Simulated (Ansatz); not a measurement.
**Mg under a change: biaxial strain +2.00 %, plane normal [001], relaxed out of plane**

The reference is Mg in the hcp (Mg type) structure (space group P6_3/mmc, No. 194; a = 3.1952 Å, c = 5.1966 Å; relaxed with 0.1 eV smearing). Axes: x lies along a and z along c of the hexagonal cell.

Perturbation: biaxial strain +2.00 %, plane normal [001], relaxed out of plane (Cartesian); in-plane vectors clamped, the third vector and the atoms free.

Level of theory: plane-wave PAW DFT at the PBE level (Ansatz, a program for electronic structure, 420 eV), no spin-orbit coupling. Settings: 21×21×11 k-points, 0.1 eV Fermi–Dirac smearing.

| quantity | base | changed | shift |
|---|---|---|---|
| space group | P6_3/mmc (No. 194) | P6_3/mmc (No. 194) | – |
| shortest interatomic distance | 3.187 Å | 3.181 Å | -0.006 Å |
| pressure (mean of the normal stresses, compression positive) | 0.0 GPa | -0.9 GPa | -0.9 GPa |
| band gap | zero | zero | – |
| out-of-plane strain | – | -1.29 % | – |
| mean in-plane stress (compression positive) | – | -1.3 GPa | – |

Cost of the whole job for the changed cell (relaxation, final SCF and bands): roughly 19 core-seconds.

No phonon test of stability was made.
